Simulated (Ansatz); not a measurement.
Consider CsPbCl3 in the cubic perovskite structure (space group Pm-3m, No. 221).

```
CsPbCl3
1.0
    5.52086     0.00000     0.00000
    0.00000     5.52086     0.00000
    0.00000     0.00000     5.52086
Cs Pb Cl
1 1 3
Direct
  0.00000   0.00000   0.00000
  0.50000   0.50000   0.50000
  0.50000   0.00000   0.50000
  0.00000   0.50000   0.50000
  0.50000   0.50000   0.00000
```

Cartesian axes are those of the cell as printed.

Calculations: LDA (Ansatz, a first-principles code, PAW, no spin-orbit coupling).

Strains are applied to the cell and any free atomic positions relax; under biaxial strain the out-of-plane vector relaxes too.

One change was made to it. Results:

| quantity | base | after |
|---|---|---|
| pressure (mean of the normal stresses, compression positive) | 0.0 kbar | 18.9 kbar |
| electron mass | – | 0.081 mₑ out of plane, 0.68 mₑ in plane (at R) |

**Question.** Which of these changes matches the shifts?
A. biaxial strain −0.60 %, plane normal [001], relaxed out of plane
B. biaxial strain −1.20 %, plane normal [001], relaxed out of plane
C. biaxial strain −2.40 %, plane normal [001], relaxed out of plane
D. biaxial strain −3.00 %, plane normal [001], relaxed out of plane

**Answer.** D, biaxial strain −3.00 %, plane normal [001], relaxed out of plane. For comparison, the electron mass in the other runs: biaxial strain −0.60 %, plane normal [001], relaxed out of plane gives 0.091 mₑ out of plane, 0.73 mₑ in plane (at R); biaxial strain −1.20 %, plane normal [001], relaxed out of plane gives 0.089 mₑ out of plane, 0.72 mₑ in plane (at R); biaxial strain −2.40 %, plane normal [001], relaxed out of plane gives 0.085 mₑ out of plane, 0.69 mₑ in plane (at R).

Spin-orbit coupling, missing from the scalar runs, can matter with Pb. The levels and masses belong to the bands next to the band gap. Masses are band curvatures over ±0.01 Å⁻¹ around the edge. No phonon test of stability was made. Many cubic perovskites are stable only at high temperature; tilts and polar distortions were not tested. This is not the structure that CsPbCl3 has at room temperature and ambient pressure.
